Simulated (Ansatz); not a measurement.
Data:

```xyz
2
Lattice="-0.0058 3.0542 3.0542 3.0484 0.0000 3.0484 3.0542 3.0542 -0.0058" Properties=species:S:1:pos:R:3 pbc="T T T"
As     4.5726     4.5794     4.5726
In     0.0000     0.0019     0.0000
```

No spin polarisation.

Method: Ansatz (a first-principles code), r2SCAN, PAW, cutoff 500 eV, without spin-orbit coupling, earlier PAW set. Γ-centred 9×9×9 mesh, Fermi–Dirac width 0.05 eV.

Predict the gap character, valence-band top at Γ, band gap and pressure.

Gap character: direct at Γ
Valence-band top at Γ (three highest levels, from the VBM): 0.00, -0.01, -0.03 eV
Band gap: 0.07 eV
Pressure (mean of the normal stresses, compression positive): 0.1 kbar

The cells carry an imposed strain or load. Stability against distortions was not tested. The cell was made from InAs in the zinc blende structure (space group F-43m, No. 216) by this change: tensor shear ε_xz = −0.19 %. The zero or small gap of InAs can change with the level of theory.
